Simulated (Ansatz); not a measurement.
Where the default PAW files enter, the runs use the earlier of Ansatz's two default sets.

The decay constant κ of evanescent states in the gap governs leakage through a thin film.

Input:

```
S3Sb2
1.0
    3.84512     0.00000     0.00000
    0.00000    10.94597     0.00000
    0.00000     0.00000    11.16260
Sb S
8 12
Direct
  0.25000   0.53436   0.84559
  0.75000   0.46564   0.15441
  0.75000   0.03436   0.65441
  0.25000   0.96564   0.34559
  0.75000   0.82631   0.97892
  0.25000   0.17369   0.02108
  0.25000   0.32631   0.52108
  0.75000   0.67369   0.47892
  0.25000   0.94135   0.87543
  0.75000   0.05865   0.12457
  0.75000   0.44135   0.62457
  0.25000   0.55865   0.37543
  0.25000   0.62658   0.05065
  0.75000   0.37342   0.94935
  0.75000   0.12658   0.44935
  0.25000   0.87342   0.55065
  0.75000   0.80633   0.28888
  0.25000   0.19367   0.71112
  0.25000   0.30633   0.21112
  0.75000   0.69367   0.78888
```

Space group of this cell: Pnma. The cell was relaxed by PBE-D3(BJ).

Transport runs along the normal of the first two printed cell vectors.

No gap correction and no spin-orbit coupling; mid-gap values are interpolated between computed energies.

Compute, with PBEsol run with Ansatz (a quantum-chemistry and plane-wave program), the band gap and the smallest decay constant κ at mid-gap.

Gap 1.15 eV on a 8×4×4 mesh; κ = 0.174 1/Å, at (0.125, 0.000) of the in-plane reciprocal vectors. At the zone centre, at the nearest computed energy, the slowest state has κ = 0.20 1/Å.
